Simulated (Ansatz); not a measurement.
**Step by step: formation energy of NaCl (rock salt, Fm-3m) from the elements**

Consider the formation energy of NaCl (rock salt, Fm-3m) from the elements. Reaction: Na (bcc) + 1/2 Cl2 (gas) → NaCl (rock salt). A negative value means that the right-hand side lies lower. The value is per atom of the solid.

NaCl (rock salt, Fm-3m), 2 atoms in the cell. Conventional cell: a = 5.693 Å, b = 5.693 Å, c = 5.693 Å, α = 90.00°, β = 90.00°, γ = 90.00°.

Method: Ansatz (a quantum-chemistry and plane-wave program), PAW, neutral cells at 0 K with nuclei at rest, on structures from PBE. Ansatz runs with its PAW set soft_1. Other levels take these structures. The lattices are those relaxed with PBE, so at other levels the solids can be strained, which adds to the spread. A dispersion term (D3(BJ), or D4 for r2SCAN) was computed beside these levels and is taken off wherever the name lacks it. Space groups of crystals are read within 0.01 Å.

Total energies of the cells in eV, at zero smearing width. They compare only within one column; the weights balance every element.

| cell | atoms | weight | PBE | RPBE |
|---|---|---|---|---|
| NaCl (rock salt) | 2 | +2 | -2569.55616 | -2575.98613 |
| Na (bcc) | 1 | −2 | -1486.41682 | -1489.10311 |
| Cl2 (gas) | 2 | −1 | -2158.88823 | -2166.61723 |

PBE: 2 × (-2569.55616) − 2 × (-1486.41682) − (-2158.88823) = -7.390 eV; dividing by 4 atoms gives -1.85 eV/atom.

RPBE: 2 × (-2575.98613) − 2 × (-1489.10311) − (-2166.61723) = -7.149 eV; dividing by 4 atoms gives -1.79 eV/atom.

What follows from the PBE value: A formula unit of NaCl has 2 atoms, so it forms with -1.8476 × 2 = -3.695 eV, or -356.5 kJ/mol at 96.485 kJ/mol per eV.
